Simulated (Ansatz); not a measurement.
bcc W (1 1 0) on zinc-blende InAs (1 1 0) (film strained to the substrate, faces as cut)

A periodic stack without vacuum, bcc W (1 1 0) on zinc-blende InAs (1 1 0) (film strained to the substrate, faces as cut): substrate slab As6In6, film W16, surface cells [[0, -1], [1, -1]] and [[0, -1], [4, 1]], film strained by -2.9 and -2.9 %, faces AsIn/AsIn and W/W as cut (like faces can put a slab off its formula).

The start was prepared with a machine-learned potential, and the result is one local minimum, with the in-plane cell held and forces under 0.04 eV/Å; the film can end far from its bulk form.

Calculation: PBE (plane waves to 420 eV, PAW; Ansatz, a program for electronic structure). No spin–orbit coupling; the runs are not spin-polarised. Its k-point mesh 9×5×1, Fermi–Dirac width 0.05 eV.

```
Property                                                                                  Result
-------------------------------------------------------------------------------  ---------------
interface area                                                                           27.1 Å²
period                                                                                   22.86 Å
gaps between the outermost planes at the two interfaces                          2.01 and 2.00 Å
As–W contacts across the interfaces within 1.22 times the sum of covalent radii   8, mean 2.79 Å
In–W contacts across the interfaces within 1.22 times the sum of covalent radii   8, mean 3.08 Å
```

```
In3W8As3
1.0
    4.37204    -0.00183     0.12985
    4.37122     6.18306     0.25429
   -1.50846     0.46208    22.83924
As In W
6 6 16
Direct
  0.60176   0.25496   0.03511
  0.59323   0.78959   0.15164
  0.62168   0.27826   0.24418
  0.65188   0.76506   0.34395
  0.69352   0.25226   0.43474
  0.04898   0.60301   0.55474
  0.83634   0.04563   0.14701
  0.75508   0.61039   0.04886
  0.90464   0.01163   0.33969
  0.87444   0.52614   0.24869
  0.78307   0.09191   0.54087
  0.94499   0.50628   0.44124
  0.92667   0.84249   0.64408
  0.17947   0.09155   0.64590
  0.42892   0.34016   0.64400
  0.67623   0.59073   0.64281
  0.46012   0.82624   0.74285
  0.71129   0.07689   0.74496
  0.95937   0.32715   0.74370
  0.20956   0.57591   0.74366
  0.99441   0.81044   0.84226
  0.24194   0.06372   0.84426
  0.49458   0.31161   0.84579
  0.74619   0.55947   0.84512
  0.52331   0.79905   0.93911
  0.78292   0.04006   0.94308
  0.03451   0.28992   0.94740
  0.27224   0.55283   0.94633
```
